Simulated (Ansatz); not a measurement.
Input and output of a relaxation of cell and atoms for Hf3Co (Pm-3m, 4 atoms in the cell) (Ansatz, a quantum-chemistry and plane-wave program).

Method: LDA (PW92), PAW files made with PBE (plane waves; Ansatz).

```yaml
crystal:
  lattice:
    - [4.24227, 0.00000, 0.00000]
    - [0.00000, 4.24227, 0.00000]
    - [0.00000, 0.00000, 4.24227]
  atoms:
    - { symbol: Hf, position: [0.00000, 0.50000, 0.50000] }
    - { symbol: Hf, position: [0.50000, 0.00000, 0.50000] }
    - { symbol: Hf, position: [0.50000, 0.50000, 0.00000] }
    - { symbol: Co, position: [0.00000, 0.00000, 0.00000], spin: 3.0 }
```
(The spins are starting values, not results.)

Reference input (self-consistent single point, DFT, LDA (PW92), plane waves, PAW files made with PBE): basis.ecutwfc = 30.9 Ry; kpoints.mp_grid.grid = 6 6 6; hamiltonian.xc = lda; hamiltonian.pseudopotentials = {kind: paw} (the program's default PAW files); magnetization.spin_polarized = true; scf.occupations.method = gaussian; scf.occupations.width = 0.0073 Ry. This run's input differs from it in these lines:

```diff
@@ -21,2 +21,4 @@
   occupations: { method: gaussian, width: 0.0073 Ry }
+relax:
+  cell: {}
 output:
```

Log, with long lists cut:

```
   [... SCF lines of the steps left out ...]
relax step   1: F+E_penalty+E_count = -51494.64258602 eV  Δ(F+E_penalty+E_count) = +0.000e0 eV  max|allowed force component| = 5.371e-29 eV/Å  Δτ_max = 0.0000 Å  P = -10.013 GPa  Ω = 76.348 Å³  (19 SCF iters, dr2 threshold 1.00e-7 eV, accepted)
relax step   2: F+E_penalty+E_count = -51494.70641818 eV  Δ(F+E_penalty+E_count) = -6.383e-2 eV  max|allowed force component| = 5.312e-29 eV/Å  Δτ_max = 0.0000 Å  P = +10.685 GPa  Ω = 65.717 Å³  energy of the carried Pulay correction = +3.135e-3 eV  [...]
   [... lines left out ...]
relax step   5: F+E_penalty+E_count = -51494.84809251 eV  Δ(F+E_penalty+E_count) = -1.142e-5 eV  max|allowed force component| = 2.590e-29 eV/Å  Δτ_max = 0.0000 Å  P = -0.001 GPa  Ω = 70.248 Å³  energy of the carried Pulay correction = +1.743e-3 eV  [...]
relax step   6: F+E_penalty+E_count = -51494.84653746 eV  Δ(F+E_penalty+E_count) = +1.555e-3 eV  max|allowed force component| = 1.468e-29 eV/Å  Δτ_max = 0.0000 Å  P = -0.011 GPa  Ω = 70.248 Å³  stress off target by 1.12e-2 GPa  SCF on the basis [...]
basis re-selected at this cell: Δ(F+E_penalty+E_count) = +1.555e-3 eV, ΔP = -0.010 GPa vs the last step
the relaxation is at rest under the 48 symmetry operations that the run kept from its start: a minimum is not shown …
the relaxation's final electronic state is not compared with the one that a single-point calculation of its input finds at the relaxed geometry …
Magnetization: -0.0000 μB (47.5000 up, 47.5000 down)
   [... lines left out ...]
Absolute magnetization: 0.0000 μB (∫|ρ↑−ρ↓|, with the PAW one-centre terms)
Free energy (F): -51494.846537 eV
Fermi energy:    19.694819 eV
  cell:  # Å, volume = 70.2476 Å³
   [... lines left out ...]
    - [-1.4865771758238977e-33, 4.126138534598672, 0.0]
    - [3.17878749675164e-33, 0.0, 4.126138534598672]
  atoms:
    - { symbol: Hf, position: [7.093526668798033e-36, 0.5, 0.5] }
    - { symbol: Hf, position: [0.5, -2.364508889600449e-36, 0.5] }
    - { symbol: Hf, position: [0.5, 0.5, -4.256116001256967e-36] }
    - { symbol: Co, position: [2.411799067359356e-35, 3.310312445421697e-36, 7.093526668761548e-36] }
```

The run converged.  The full log also holds: “iter 12 did not close the SCF: its close was put off for a magnetic moment that had not settled (scf_convergence_deferred on its scf_iter line)”.

Summary of the result:
| Quantity | Value |
|---|---|
| Free energy E − TS (on the zero of these files) | -51494.8465 eV |
| Fermi level (on the code's own zero) | 19.69 eV |
| Pressure | -0.01 GPa |
| Size of the cell's spin moment | 0.00 μB |
| Final cell | a = b = c = 4.126 Å, α = β = γ = 90.00° |
| Final volume per atom | 17.56 Å³ |
| Relaxation steps | 6 |

The starting cell comes from a database of computed structures (which also holds hypothetical and non-ambient phases and stackings), without a prior relaxation at this level. The starting moments vanished: the run ended non-magnetic, which need not be the lowest state. The program warned that a starting moment was not kept. The relaxation keeps the symmetry of its start, so its end need not be a minimum. Ansatz's pressure includes its estimate of the finite-basis (Pulay) stress.

Cost on one core of a shared machine: roughly 90 s.

Keys are those of Ansatz 0.2.
